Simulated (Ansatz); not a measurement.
Take PbS in the rock salt structure (space group Fm-3m, No. 225; a = 5.903 Å) as the base.

Level of theory: PBEsol (Ansatz, a first-principles code, PAW, no SOC).

For the base:

```
Quantity               Value
-------------------  -------
Lattice parameter a  5.903 Å
Band gap             0.19 eV
```

Perturbation: a hydrostatic pressure of 10 GPa.

**Question.** What happens to the lattice parameter a?

**Answer.** The lattice parameter a drops by 0.247 Å, from 5.903 Å to 5.656 Å.

**Question.** How does this affect the band gap?

**Answer.** The band gap changes from 0.19 eV to zero.

Spin-orbit coupling, missing from the scalar runs, can matter with Pb. Load acts through the strain it causes; cell and atoms are relaxed under it. No phonon test of stability was made. No other phases were tried under pressure. All final runs are without spin polarisation. Gaps under 0.05 eV, about the width of the smearing, are given as zero. The zero or small gap of PbS can change with the level of theory.
